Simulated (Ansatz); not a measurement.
Input:

End structure of a constructed model of the (0001) surface of hcp Re, a pseudomorphic layer of Sc in the host's stacking (bottom of the slab: a bare face, its two planes held):

```yaml
crystal:
  lattice:
    - [2.77572, 0.00000, 0.00000]
    - [-1.38786, 2.40385, 0.00000]
    - [0.00000, 0.00000, 30.50000]
  atoms:
    - { symbol: Re, position: [0.66667, 0.33333, 0.26850] }
    - { symbol: Re, position: [0.33333, 0.66667, 0.34196] }
    - { symbol: Re, position: [0.66667, 0.33333, 0.41665] }
    - { symbol: Re, position: [0.33333, 0.66667, 0.48857] }
    - { symbol: Re, position: [0.66667, 0.33333, 0.56390] }
    - { symbol: Re, position: [0.33333, 0.66667, 0.63509] }
    - { symbol: Sc, position: [0.66667, 0.33333, 0.71634] }
```

Set-up: 7 atoms, 14.1 Å thick at the start; mesh 15x15x1; 0.1 eV smearing; dipole correction on; single point; on the structure that PBE left under its start's symmetry; no spin, no spin-orbit, no U. It is one candidate, not shown to be the stable structure of the face.

Q: Estimate the work function of the top face that r2SCAN, at the PBE geometry (Ansatz, a program for electronic structure) returns for this input.

A: 4.25 eV
